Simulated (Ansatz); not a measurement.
Consider VSi$_{2}$ (space group P6_222, No. 180).

```
CELL_PARAMETERS angstrom
      4.56609     0.00000     0.00000
     -2.28304     3.95435     0.00000
      0.00000     0.00000     6.36618
ATOMIC_POSITIONS crystal
  V  0.50000 0.00000 0.00000
  V  0.50000 0.50000 0.33333
  V  0.00000 0.50000 0.66667
  Si 0.16284 0.32568 0.00000
  Si 0.83716 0.16284 0.33333
  Si 0.67432 0.83716 0.66667
  Si 0.83716 0.67432 0.00000
  Si 0.16284 0.83716 0.33333
  Si 0.32568 0.16284 0.66667
```

Cartesian axes are those of the cell as printed.

Level of theory: DFT with PBE, PAW potentials and a 420 eV plane-wave cutoff in Ansatz (an electronic-structure program), spin-orbit coupling left out.

Modification: every lattice vector is stretched by 1.29 %; the atoms relax in the strained cell.

Predict the stress tensor and what it implies for the stiffness.

Stress of the strained cell less that of the base (GPa, compression positive):
```
   -5.8     0.0     0.0
    0.0    -5.8     0.0
    0.0     0.0    -6.9
```

Then B = −ΔP/(ΔV/V₀) with ΔV/V₀ = 0.0392 gives secant stiffness values (nonlinear terms included at this strain): B (at held cell shape, above the free-shape value) ≈ 158 GPa.

As a check, the harmonic strain energy −½ V₀ Δσ:ε is 9.5 meV/atom; the computed energy rise is 10 meV/atom.

Whether these cells are dynamically stable was not tested. Seeded moments were not kept for the base. The final runs are not spin-polarised. An odd electron count without spin: VSi2.
